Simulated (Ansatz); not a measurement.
The starting structures come from a database of crystals and need not be the phases stable at ambient conditions.

By PBEsol, the system below comes out a metal.

The ballistic (Sharvin) conductance counts the channels at the Fermi level: G/A = (e²/h) × channels of both spins per area.

Data:

```
Au3Cu
1.0
    5.63870     0.00000     0.00000
   -2.81935     4.88326     0.00000
    0.00000     0.00000     4.70413
Cu Au
2 6
Direct
  0.66667   0.33333   0.25000
  0.33333   0.66667   0.75000
  0.83064   0.16936   0.75000
  0.16936   0.83064   0.25000
  0.66128   0.83064   0.25000
  0.33872   0.16936   0.75000
  0.83064   0.66128   0.75000
  0.16936   0.33872   0.25000
```

Space group of this cell: P6_3/mmc. The cell is taken as given; by PBEsol its mean pressure is -4.8 GPa.

The current flows along the normal of the first two printed cell vectors, the (001) plane of the conventional cell. No spin-orbit coupling; the value is a mean over 0.1 eV about the Fermi level.

Give the ballistic conductance per area that PBEsol (Ansatz, a first-principles code) yields.

0.80 × 10¹⁵ S/m² for both spins.
